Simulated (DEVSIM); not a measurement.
Device: Mo/Al2O3/SiO2/p-Si capacitor, at 300 K.

Layer 1 from the left is Al2O3, thickness (nm) 23.0. Layer 2 from the left is SiO2, thickness (nm) 0.570. Layer 3 from the left is Si, thickness (nm) 8000, Na (cm⁻³) 5.1e15.

Metal gate on the left, work function 4.6 eV. Fixed charge at the semiconductor interface -3.8e10 cm⁻² (in units of +e); no interface traps.

The device is made up for the run: typed textbook-type constants, with dimensions and the other settings drawn at random. Values at 300 K.

Al2O3: gap (eV) 6.8, affinity (eV) 1.35, permittivity 9. SiO2: gap (eV) 9, affinity (eV) 0.9, permittivity 3.9. Si: gap (eV) 1.124, affinity (eV) 4.05, permittivity 11.7, Nc (cm⁻³) 2.86e19, Nv (cm⁻³) 3.1e19.

Question: Estimate by hand the flat-band voltage, the threshold voltage, and compare with a numerical solution.

Answer: 
- Flat-band voltage: C = 0.328 μF/cm², work-function difference -0.349 V; VFB = φms − qNf/C = -0.33 V; numerical -0.33 V.
- Threshold voltage: φF = 0.338 V, depletion charge √(4εqNφF) = 3.38e-8 C/cm²; VT = VFB + 2φF + Qd/C = 0.45 V; numerical 0.45 V.

Model (solved in DEVSIM): 1D Poisson equation in equilibrium, Boltzmann statistics, complete ionisation; no quantum confinement or tunnelling. Metal contacts follow the ideal Schottky-Mott rule: no Fermi-level pinning, no interface dipoles.
